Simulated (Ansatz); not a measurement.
**How the bulk modulus of RuIr (R-3m, No. 166, 2 atoms in the cell; start mp-1223860) moves with the method**

No measured value is used here.

```
level (code)     value (GPa)  cell (Å³/atom)
---------------  -----------  --------------
LDA (Ansatz)             387           13.47
PBEsol (Ansatz)          368           13.69
r²SCAN (Ansatz)          358           13.86
```

Density-functional levels without +SOC have no spin–orbit coupling. LDA, PBEsol, r²SCAN: the run has no spin polarisation, so it can have missed a magnetic state. LDA, PBEsol, r²SCAN: the bulk modulus is −V dP/dV from two relaxed cells at ±2 % in volume. LDA, PBEsol, r²SCAN: the relaxation could not lower the start's symmetry, so the cell can be a saddle point above a distorted one. Each level is taken at its own relaxed cell. Cutoffs differ between the levels. Ansatz's density-functional and Hartree–Fock values are scalar-relativistic unless marked +SOC, with PAW data made under PBE.

A start named mp-… is a Materials Project structure, which need not be a measured phase.

Ansatz is an electronic-structure program.
